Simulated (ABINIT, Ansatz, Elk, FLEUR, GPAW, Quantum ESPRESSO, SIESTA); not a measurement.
## Cr (Im-3m, 1 atom in the cell) computed with different codes at matched settings

Self-consistent single point, at a second geometry (lattice scaled by 0.98). First geometry:

```
Cr
1.0
   -1.41840     1.41840     1.41840
    1.41840    -1.41840     1.41840
    1.41840     1.41840    -1.41840
Cr
1
Direct
  0.00000   0.00000   0.00000
```
Moments meant for the start (each program seeds them in its own way; μB, in the order of the atoms Cr): 3.0.

Shared settings, as Ansatz (a first-principles code) writes them: kpoints.mp_grid.grid = 13 13 13; scf.occupations.method = fermi_dirac; scf.occupations.width = 0.0073 Ry. Potentials and cutoffs stand in the table.

```tsv
code	model	ΔF from the first geometry (meV/atom)	pressure (GPa)	cutoff
SIESTA	GGA PBE, numerical atomic orbitals DZP, PseudoDojo PBE standard norm-conserving potentials (rewritten from UPF to PSML)	35.5	17.85	grid 350 Ry
FLEUR	PBE, all-electron FLAPW (FLEUR), scalar-relativistic valence	55.6	–	Kmax 3.6 1/bohr
Ansatz	PBE, default PAW files	50.9	21.83	default
GPAW	PBE, GPAW PAW datasets PBE (gpaw-data 1.0.1)	46.2	20.20	800 eV
Quantum ESPRESSO	PBE, SSSP 1.1.2 efficiency (PBE) pseudopotentials	50.3	21.74	50 Ry
ABINIT	PBE, PAW (JTH v2.0 PBE PAW)	43.9	19.26	30 Ha
Elk	PBE, all-electron FP-LAPW, Elk's shipped species files, APW+lo basis with extra local orbitals	54.8	–	rgkmax 8
```

For ABINIT (by 0.4 GPa) the energy change implies a higher mean pressure, against the two pressures, than for the other programs: a sign of finite-basis (Pulay) stress.

A dash marks a value that a program does not give, or that is left out as unsure.

On Ansatz's run: the starting moments vanished: the run ended non-magnetic, which need not be the lowest state. The program warned that a starting moment was not kept.

The spread over the programs that give each value: ΔF from the first geometry within 20.1 meV/atom; pressure within 3.98 GPa.

SIESTA uses small atom-centred bases, whose incompleteness enters pressures, forces and empty levels differently from a plane-wave cutoff. FLEUR and Elk treat all electrons, but the usual bases taken here (sphere radii, linearisation, local orbitals, empty states) were not tested for convergence, so the values are no reference for the others. Ansatz's pressure is given at a fixed set of plane waves, as the other plane-wave codes print theirs; with its correction for the finite basis it is 21.95 GPa. In the pressure, SIESTA (by 3.12) and ABINIT (by 1.71) lie more than 1 GPa from the median of the plane-wave programs.

The starting cell was generated: these elements placed on a structure prototype, without a prior relaxation; it need not be a known phase or ordering of this composition. Its lattice was rescaled by a random factor within 2.5 % of one. For this run, on top of that: lattice scaled by 0.98.

Keys are those of Ansatz 0.2.
